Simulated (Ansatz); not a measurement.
Start from BN in the zinc blende structure (space group F-43m, No. 216; a = 3.625 Å).

Now apply this change: cell and atoms relaxed at a pressure of 1.5 GPa.

Levels (all Ansatz, a program for electronic structure, PAW): PBE (420 eV, spin-orbit coupling left out); PBE+SOC (420 eV, with spin-orbit coupling).

The geometry is relaxed with PBE.

PBE lowest conduction level above the VBM at special points: X 4.47 eV; U 6.91 eV; K 6.91 eV; Γ 8.81 eV
PBE smallest direct gap: 8.81 eV
PBE valence-band top at Γ: 0.00, 0.00, 0.00 eV

Question: What does PBE+SOC give at this geometry for the lowest conduction level above the VBM at special points, hole mass, smallest direct gap and valence-band top at Γ?

Answer: The lowest conduction level above the VBM at special points changes from X 4.47 eV; U 6.91 eV; K 6.91 eV; Γ 8.81 eV to X 4.46 eV; U 6.90 eV; K 6.90 eV; Γ 8.80 eV; the hole mass (degenerate bands, along [100]) is 0.52 mₑ (at Γ); the smallest direct gap falls by 0.01 eV (8.81 eV → 8.80 eV); the valence-band top at Γ (three highest Kramers pairs, from the VBM) goes from 0.00, 0.00, 0.00 eV to 0.00, 0.00, -0.02 eV. The threefold valence maximum splits by Δso ≈ 21 meV.

Single points use the geometry relaxed with PBE. Differences between runs with and without spin-orbit coupling are approximate. Load acts through the strain it causes; cell and atoms are relaxed under it. Masses are band curvatures over ±0.01 Å⁻¹ around the edge. Whether these cells are dynamically stable was not tested.
